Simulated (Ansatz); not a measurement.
Consider MoS2 in the 2H-MoS2 type structure (space group P6_3/mmc, No. 194; layered, stacked along the Cartesian z axis).

```
MoS2
1.0
    3.17320     0.00000     0.00000
   -1.58660     2.74807     0.00000
    0.00000     0.00000    12.43700
Mo S
2 4
Direct
  0.33333   0.66667   0.25000
  0.66667   0.33333   0.75000
  0.33333   0.66667   0.62490
  0.66667   0.33333   0.12490
  0.66667   0.33333   0.37510
  0.33333   0.66667   0.87510
```

The values are results of r2SCAN+rVV10, PAW, 500 eV (Ansatz, an electronic-structure program; without spin-orbit coupling), earlier PAW set, not measurements.

One change was made to it. Results:

The band gap changes from 1.01 eV to zero; the volume per atom falls by 4.001 Å³, from 18.08 Å³ to 14.07 Å³.

Name the change that was made.
A. pressure 9 GPa
B. pressure 30 GPa
C. pressure 15 GPa
D. pressure 0.9 GPa

B, pressure 30 GPa. For comparison, the band gap in the other runs: pressure 9 GPa gives 0.54 eV; pressure 0.9 GPa gives 0.93 eV; pressure 15 GPa gives 0.35 eV.

The mesh was chosen for an insulator and is coarse for the gapless case. Load acts through the strain it causes; cell and atoms are relaxed under it. Stability against distortions was not tested. Competing high-pressure phases were not computed. The final runs are not spin-polarised. A zero or small gap of MoS2 under pressure 30 GPa can be the functional's error rather than a property of the material.
